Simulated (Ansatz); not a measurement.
For PbZrO3 (Amm2, No. 38; start mp-20337; another space group than a measured phase of this formula), LDA (Ansatz, an electronic-structure program, PAW) gives:

* **equilibrium volume per atom**: 14.10 Å³/atom
* **formation enthalpy**: -2.759 eV/atom

Problem. What does PBEsol (plane waves, PAW; Ansatz) give for the same quantities?

Solution. 
- equilibrium volume per atom: 14.46 Å³/atom (goes up by 2.6 %)
- formation enthalpy: -2.521 eV/atom (moves by +0.238 eV/atom)

Changes are worked out from the printed values.

Unless a cell is named, each level is at its own relaxed cell (LDA 14.10, PBEsol 14.46 Å³/atom).

Levels without +SOC leave out spin–orbit coupling, which shifts energies and cells of such heavy elements.

Caveats: the relaxation could not lower the start's symmetry, so the cell can be a saddle point above a distorted one (LDA, PBEsol). Ansatz's density-functional and Hartree–Fock values are scalar-relativistic unless marked +SOC, with PAW data made under PBE.

A start named mp-… is a Materials Project structure, which can be a computed phase never made.
